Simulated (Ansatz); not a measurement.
System: BaMgF4 (Cmc2₁, No. 36, 12 atoms in the cell; start COD 2104453). Method: PBEsol (PAW; Ansatz, a program for electronic structure).

Run with plane-wave cutoff 520 eV, 8×8×6 k mesh (along the axes of the cell as run), Fermi–Dirac smearing 0.01 eV, scalar-relativistic PAW data made under PBE.

Cell (measured lattice):

Space group Cmc2₁ (No. 36); a = 4.121 Å, b = 14.488 Å, c = 5.815 Å, α = β = γ = 90.00°

| atom | site | symmetry | x | y | z |
|---|---|---|---|---|---|
| Ba | 4a | m.. | 0.0000 | 0.1483 | 0.0373 |
| Mg | 4a | m.. | 0.0000 | 0.4144 | 0.0000 |
| F | 4a | m.. | 0.0000 | 0.0787 | 0.4917 |
| F | 4a | m.. | 0.0000 | 0.5250 | 0.1900 |
| F | 4a | m.. | 0.0000 | 0.3346 | 0.2668 |
| F | 4a | m.. | 0.0000 | 0.6959 | 0.3050 |
(The calculation used a cell of 12 atoms; values per cell refer to that cell.)

Predict the band gap and smallest direct gap on the k points sampled.


band gap: 7.00 eV
smallest direct gap on the k points sampled: 7.07 eV

Note: the file's cell can be that of a phase stable at another temperature; cell and atoms aren't relaxed at this level (largest force component 0.15 eV/Å, pressure -0.3 GPa).

Spin–orbit coupling is not included.

The computed numbers hold no vibrational or temperature effects.

The result took about 5 core-minutes (a rough figure).
